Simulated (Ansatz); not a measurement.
A self-consistent single point of SnSe2 (P3m1, 3 atoms in the cell) with Ansatz (a quantum-chemistry and plane-wave program).

Level of theory: LDA (PW92), harder PAW files (source: ansatz) made with PBE (plane waves; Ansatz).

```yaml
crystal:
  lattice:
    - [1.89928, -3.28966, 0.00000]
    - [1.89928, 3.28966, 0.00000]
    - [0.00000, 0.00000, 6.12158]
  atoms:
    - { symbol: Sn, position: [0.00000, 0.00000, 0.00817] }
    - { symbol: Se, position: [0.33333, 0.66667, 0.25000] }
    - { symbol: Se, position: [0.66667, 0.33333, 0.75000] }
```

Reference input (self-consistent single point, DFT, LDA (PW92), plane waves, default PAW files made with PBE): basis.ecutwfc = 420 eV; kpoints.mp_grid.grid = 8 8 4; hamiltonian.xc = lda; hamiltonian.pseudopotentials = {kind: paw} (the program's default PAW files); scf.occupations.method = fermi_dirac; scf.occupations.width = 0.05 eV. This run's input differs from it in these lines:

Ansatz 0.2 input:
```diff
@@ -10,3 +10,3 @@
 basis:
-  ecutwfc: 420.0
+  ecutwfc: 770.0
 kpoints:
@@ -15,3 +15,3 @@
   xc: lda
-  pseudopotentials: { kind: paw }
+  pseudopotentials: { kind: paw, source: ansatz }
 scf:
```

Log, with long lists cut:

```
SCF iter   1: F=—  HF=-20348.972444 eV  |F-HF|=—  |Δ(HF+E_count)|=         —  Δρ=4.45e-2  dr2=3.38e0  ethr=3.10e-3  ⟨swp⟩=6.5  Hψ=4717  notcnv=0
all-band conjugate gradients solve this SCF's bands
preconditioner: auto → Resta (q_TF=auto, 2.574 Å⁻¹)
SCF iter   2: F=—  HF=-20348.097132 eV  |F-HF|=—  |Δ(HF+E_count)|=   8.75e-1  Δρ=1.60e-2  dr2=2.68e-1  ethr=3.10e-3  ⟨swp⟩=3.0  Hψ=2211  notcnv=0  defer=43
   [... lines left out ...]
SCF iter   6: F=—  HF=-20348.011657 eV  |F-HF|=—  |Δ(HF+E_count)|=   3.85e-5  Δρ=1.67e-4  dr2=1.48e-5  ethr=2.43e-7  ⟨swp⟩=2.0  Hψ=1686  notcnv=0  defer=43
SCF iter   7: F=—  HF=-20348.011596 eV  |F-HF|=—  |Δ(HF+E_count)|=   6.06e-5  Δρ=3.48e-5  dr2=1.18e-6  ethr=2.74e-8  ⟨swp⟩=2.0  Hψ=2057  notcnv=0  defer=43
SCF iter   8: F=—  HF=-20348.011597 eV  |F-HF|=—  |Δ(HF+E_count)|=   5.73e-7  Δρ=1.53e-5  dr2=3.05e-7  ethr=1.85e-10  ⟨swp⟩=11.7  Hψ=5682  notcnv=0
SCF iter   9: F=-20348.011597 eV  HF=-20348.011597 eV  |F-HF|=7.85e-9  |Δ(HF+E_count)|=   7.73e-8  Δρ=4.65e-6  dr2=1.71e-8  ethr=1.85e-10  ⟨swp⟩=5.1  Hψ=3711  notcnv=0
SCF 1 converged in 9 iterations: F = -20348.011597 eV  dr2 = 1.71e-8
Free energy (F): -20348.011597 eV
Internal energy: -20348.011514 eV  (E = F + TS)
E sigma→0 (E₀):  -20348.011555 eV
Entropy (-TS):   -0.000083 eV (-0.028 meV/atom)
Fermi energy:    9.567939 eV
--- Forces (eV/Å), atoms counted from 1 ---
  atom   1  Sn     0.00000000     0.00000000    -0.78978393
  atom   2  Se    -0.00000000     0.00000000     0.90251731
  atom   3  Se     0.00000000     0.00000000    -0.11270281
--- Stress (GPa, compression-positive) ---
        0.838297       0.000000       0.000000
        0.000000       0.838297      -0.000000
        0.000000       0.000000       2.107521
  P = ⅓ Tr σ = 1.2614 GPa (12.614 kbar)
  The stress holds the Pulay correction. Without it, at fixed plane waves, as pw.x and ABINIT print it: P = 1.2558 GPa
```

The run converged in 9 iterations. Against the reference run the pressure hardly changes (1.27 to 1.26 GPa), the largest force hardly changes (0.904 to 0.903 eV/Å) and the gap on the mesh moves little (0.680 to 0.681 eV).

The starting cell has typed, rounded lattice constants, without a prior relaxation at this level. Its lattice was rescaled by up to half a per cent. One atom was moved a little off its site on purpose. Ansatz's pressure includes its estimate of the finite-basis (Pulay) stress.
